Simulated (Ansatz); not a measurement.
The reference is PbSe in the rock salt structure (space group Fm-3m, No. 225).

```
CELL_PARAMETERS angstrom
      0.00000     3.05080     3.05080
      3.05080     0.00000     3.05080
      3.05080     3.05080     0.00000
ATOMIC_POSITIONS crystal
  Pb 0.00000 0.00000 0.00000
  Se 0.50000 0.50000 0.50000
```

Cartesian axes are those of the cell as printed.

Level of theory: PBEsol, PAW, 420 eV (Ansatz, an electronic-structure program; no spin-orbit coupling).

One thing is altered: the cell is compressed by 0.50 % along z with no lateral relaxation, atoms relaxed at fixed cell.

Predict the stress tensor and what it implies for the stiffness.

Stress of the strained cell less that of the base (GPa, compression positive):
```
   0.06    0.00    0.00
   0.00    0.06    0.00
   0.00    0.00    0.71
```

Then −Δσ_ii/ε with ε = -0.0050 gives relaxed-ion elastic constants: C33 ≈ 142 GPa.

Whether these cells are dynamically stable was not tested.
